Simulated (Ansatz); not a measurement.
## The (110) surface of bcc Na in its 1x1 cell, outermost plane spacing 2.97 Å in the ideal cut

Level of theory: r2SCAN, at the PBE geometry (plane waves to 500 eV, PAW; Ansatz, an electronic-structure program).

Set-up: 5 atoms, 11.9 Å thick at the start; mesh 11x11x1; 0.1 eV smearing; dipole correction on; single point; on the structure that PBE left under its start's symmetry; no spin, no spin-orbit, no U.

| Property | Value |
|---|---|
| surface energy (mean of both faces) | 0.23 J/m² |
| work function of the top face | 2.85 eV |
| cost | about 40 core-seconds (a rough figure) |
